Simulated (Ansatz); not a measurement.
Take Mo in the bcc (W type) structure (space group Im-3m, No. 229; a = 3.161 Å) as the base.

Computed with DFT with PBE, PAW potentials and a 420 eV plane-wave cutoff in Ansatz (a program for electronic structure), scalar-relativistic without spin-orbit coupling, earlier PAW set.

One change was made to it. Results:

```csv
quantity,base,after
density,10.09 g/cm³,10.35 g/cm³
band gap,zero,zero
```

Q: Name the change that was made.
A. pressure 3 GPa
B. pressure 50 GPa
C. pressure 7 GPa
D. pressure −1 GPa
E. pressure −2 GPa

A: C, pressure 7 GPa. For comparison, the density in the other runs: pressure 3 GPa gives 10.21 g/cm³; pressure −2 GPa gives 10.01 g/cm³; pressure 50 GPa gives 11.64 g/cm³; pressure −1 GPa gives 10.05 g/cm³.

Load acts through the strain it causes; cell and atoms are relaxed under it. Whether these cells are dynamically stable was not tested. No other phases were tried under pressure. The final runs are not spin-polarised.
